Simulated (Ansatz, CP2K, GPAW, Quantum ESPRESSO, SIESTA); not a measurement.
One structure in several programs: CaI₂ (P-3m1, 3 atoms in the cell)

Relaxation of cell and atoms.

```
CaI2
1.0
    4.52897     0.00000     0.00000
   -2.26449     3.92220     0.00000
    0.00000     0.00000     7.20983
Ca I
1 2
Direct
  0.00000   0.00000   0.00000
  0.33333   0.66667   0.24430
  0.66667   0.33333   0.75570
```

Shared settings, as Ansatz (a quantum-chemistry and plane-wave program) writes them: kpoints.mp_grid.grid = 5 5 3; scf.occupations.method = fixed. Potentials and cutoffs stand in the table.

```
code                                                                                                                                      model  final volume (Å³/atom)  gap on the mesh (eV)       cutoff
----------------  -----------------------------------------------------------------------------------------------------------------------------  ----------------------  --------------------  -----------
SIESTA            GGA PBEsol, numerical atomic orbitals DZP, PseudoDojo PBEsol standard norm-conserving potentials (rewritten from UPF to PSML)                   38.73                 3.979  grid 400 Ry
Quantum ESPRESSO                                                                           PBEsol, GBRV 1.5 ultrasoft (PBESOL) pseudopotentials                   40.89                 3.618        40 Ry
CP2K                                                                 PBEsol, GPW, DZVP-MOLOPT-SR-GTH basis, GTH-PBE potentials (GTH_POTENTIALS)                   40.42                 3.574  grid 500 Ry
GPAW                                                                                      PBEsol, GPAW PAW datasets PBEsol (made by gpaw-setup)                   40.95                 3.631       600 eV
Ansatz                                                                                                          PBEsol, PAW files made with PBE                   40.47                 3.595       420 eV
```

Gaps are read on the mesh.

On Ansatz's run: spin-orbit coupling is off.

The spread over the programs that give each value: final volume within 2.22 Å³/atom; gap on the mesh within 0.405 eV.

SIESTA and CP2K use small atom-centred bases, whose incompleteness enters pressures, forces and empty levels differently from a plane-wave cutoff. The programs treat the finite-basis stress differently while the cell relaxes: Ansatz adds an estimate of it.

The starting cell comes from a database of computed structures (which also holds hypothetical and non-ambient phases and stackings), without a prior relaxation at this level.

Keys are those of Ansatz 0.2.
